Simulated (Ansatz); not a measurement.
# Input and output of a self-consistent single point for NbH₂ (I4mm, 3 atoms in the cell) (Ansatz)

Level of theory: PBEsol, default PAW files made with PBE (plane waves; Ansatz, a program for electronic structure).

The input file:

Ansatz 0.2 input:
```yaml
# NbH2
crystal:
  lattice:
    - [0.000000, 2.295983, 2.295983]
    - [2.295983, 0.000000, 2.295983]
    - [2.295983, 2.295983, 0.000000]
  atoms:
    - { symbol: Nb, position: [0.010889, 0.010889, -0.010889] }
    - { symbol: H, position: [0.250000, 0.250000, 0.250000] }
    - { symbol: H, position: [0.750000, 0.750000, 0.750000] }
basis:
  ecutwfc: 30.9 Ry
kpoints:
  mp_grid:
    grid: [12, 12, 12]
hamiltonian:
  xc: pbesol
  pseudopotentials:
    kind: paw
scf:
  occupations:
    method: gaussian
    width: 0.0073 Ry
output:
  forces: true
  eigenvalues: true
  stress: true
```

The program printed (abridged):

```
WARN ansatz: RAYON_NUM_THREADS=1 ignored (pool sized by the plan → 1); use --threads N
Pseudopotentials: kind: paw
Pseudopotential: Nb, paw, valence charge 13
Pseudopotential: H, paw, valence charge 1
Crystal: 3 atoms, lattice volume = 24.207 Å³
Basis set: ecut = 420.4159175005146 eV, 459 PW (Γ), exchange–correlation on 48×48×48 points (8 copies of the dense FFT grid, shifted against one another)
Bands: 12, of which v1, the nominal top of the filled ones, is band 8 counted from 1 (7 counted from 0)
Symmetry: 8 space group operations
Space group: I4mm (ITA 107), of the structure as read, at distance tolerance 2.9e-5 Å
k-points: 163 of 1728 (time reversal used)
PAW frozen core: Nb, regenerated for the run's functional, and the local potential with it
Initial density: superposition of atomic densities (neutral atoms: chi_scale 0, normalization atom), corrected by the library's trained network
Initial wavefunctions: pseudopotential atomic-orbital guess
Eigensolver: davidson
Functional: x = pbesol(κ = 0.804, μ = 0.12345679012345678), c = pbesol(β = 0.046)
SCF iter   1: F=—  HF=-4527.664086 eV  |F-HF|=—  |Δ(HF+E_count)|=         —  Δρ=7.67e-3  dr2=9.12e-3  ethr=1.77e-3  ⟨swp⟩=5.0  Hψ=10716  notcnv=0
all-band conjugate gradients solve this SCF's bands
preconditioner: auto → none
SCF iter   2: F=—  HF=-4527.662246 eV  |F-HF|=—  |Δ(HF+E_count)|=   1.84e-3  Δρ=4.20e-3  dr2=2.98e-3  ethr=6.08e-5  ⟨swp⟩=1.0  Hψ=3260  notcnv=0
SCF iter   3: F=—  HF=-4527.661319 eV  |F-HF|=—  |Δ(HF+E_count)|=   9.26e-4  Δρ=2.54e-4  dr2=9.28e-6  ethr=1.99e-5  ⟨swp⟩=2.0  Hψ=2222  notcnv=0
SCF iter   4: F=—  HF=-4527.661320 eV  |F-HF|=—  |Δ(HF+E_count)|=   4.40e-7  Δρ=1.11e-4  dr2=2.17e-6  ethr=6.19e-8  ⟨swp⟩=2.1  Hψ=2770  notcnv=0
SCF iter   5: F=—  HF=-4527.661319 eV  |F-HF|=—  |Δ(HF+E_count)|=   4.54e-7  Δρ=2.48e-5  dr2=1.04e-7  ethr=1.45e-8  ⟨swp⟩=2.3  Hψ=3012  notcnv=0
SCF iter   6: F=-4527.661319 eV  HF=-4527.661319 eV  |F-HF|=1.88e-9  |Δ(HF+E_count)|=   2.34e-8  Δρ=4.74e-6  dr2=3.04e-9  ethr=6.67e-10  ⟨swp⟩=5.2  Hψ=6803  notcnv=0
SCF 1 converged in 6 iterations: F = -4527.661319 eV  dr2 = 3.04e-9
SCF converged after 6 iterations
Free energy (F): -4527.661319 eV
Harris-Foulkes:  -4527.661319 eV  (|F-HF|=1.88e-9)
Internal energy: -4527.655232 eV  (E = F + TS)
E sigma→0 (E₀):  -4527.658276 eV
Entropy (-TS):   -0.006087 eV (-2.029 meV/atom)
Fermi energy:    14.702194 eV
--- Per-component energies (eV) ---
  E_band       = -110.223528
  E_kinetic    = 421.714618
  E_local      = -818.625477  (includes V_loc(G=0)·N_el)
  E_nonlocal   = 123.986329
  E_hartree    = 254.193057
  E_xc         = -192.572423
  E_vxc        = -236.160631  (∫ρ·V_xc dr)
  E_paw        = -3018.552981  (= ΣΔE_a)
  E_vpaw       = -109.520528  (= ΣTr[D̂ρ^β])
  E_aug_tail   = -0.002488  (compensation charges beyond the density's cutoff)
  E_ewald      = -1297.984576
  E_core_change = 0.188709  (= ΣΔE_core)
  E_smearing   = -0.006087  (= −TS)
  E_closure    = 0.000000  (closes the sum)
  Σ components = -4527.661319   (vs F -4527.661319, Δ=0.00e0)
--- Forces (eV/Å), atoms counted from 1 ---
  atom   1  Nb     0.00000000     0.00000000    -0.39035379
  atom   2  H     -0.00000000     0.00000000     0.19517892
  atom   3  H     -0.00000000    -0.00000000     0.19517892
  max |Σ_I F_I| component: 4.04e-6 eV/Å
--- Stress (GPa, compression-positive) ---
       -8.208713       0.000000       0.000000
        0.000000      -8.208713       0.000000
        0.000000      -0.000000      -8.415389
  P = ⅓ Tr σ = -8.2776 GPa (-82.776 kbar)
  The stress holds the Pulay correction. Without it, at fixed plane waves, as pw.x and ABINIT print it: P = -8.4513 GPa
--- Band table (eV; the first three rows and the last of 163) ---
  k-point 0: bands = ["-40.6334", "-16.4530", "-16.4530", "-16.4527", "4.1243", "13.0563", "13.3568", "13.3568", "13.9596", "15.9139", "15.9162", "26.8138"]
  k-point 1: bands = ["-40.6281", "-16.4982", "-16.4585", "-16.4583", "4.3098", "11.8741", "13.4377", "13.4501", "15.3770", "15.8379", "15.8400", "25.4087"]
  k-point 2: bands = ["-40.6138", "-16.6202", "-16.4736", "-16.4734", "4.8237", "10.6316", "13.6498", "13.6613", "15.7235", "15.7270", "17.2397", "23.9382"]
  k-point 162: bands = ["-40.5289", "-17.0805", "-16.6682", "-16.6682", "7.3160", "9.6419", "10.5102", "17.4222", "17.4758", "17.4758", "21.6570", "21.6570"]
```

The run converged in 6 iterations.

The starting cell comes from a database of computed structures (which also holds hypothetical and non-ambient phases and stackings), without a prior relaxation at this level. Its lattice was rescaled by up to half a per cent. One atom was moved a little off its site on purpose. Spin polarisation is off. With a pressure of about -8 GPa the cell is away from its equilibrium volume at this level. Ansatz's pressure includes its estimate of the finite-basis (Pulay) stress.
